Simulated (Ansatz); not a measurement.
**A computed series for KI: pressure series**

Take KI in the rock salt structure (space group Fm-3m, No. 225) as the base.

```
CELL_PARAMETERS angstrom
      0.00000     3.59121     3.59121
      3.59121     0.00000     3.59121
      3.59121     3.59121     0.00000
ATOMIC_POSITIONS crystal
  K  0.00000 0.00000 0.00000
  I  0.50000 0.50000 0.50000
```

Cell and atoms are relaxed at each pressure.

All numbers come from Ansatz (a first-principles code), PBE, PAW, cutoff 420 eV, without spin-orbit coupling.

Candidates:
(a) pressure 7.5 GPa
(b) pressure 1.5 GPa
(c) pressure 0.3 GPa
(d) pressure 10 GPa

Base values:

| Item | Value |
|---|---|
| Width of the top valence band | 0.54 eV |

Order them by width of the top valence band, lowest first.

(c) pressure 0.3 GPa (0.57 eV), (b) pressure 1.5 GPa (0.67 eV), (a) pressure 7.5 GPa (1.02 eV), (d) pressure 10 GPa (1.13 eV)

Spin-orbit coupling, missing from the scalar runs, can matter with I. The levels and masses belong to the bands next to the band gap. Load acts through the strain it causes; cell and atoms are relaxed under it. Whether these cells are dynamically stable was not tested. Competing high-pressure phases were not computed.
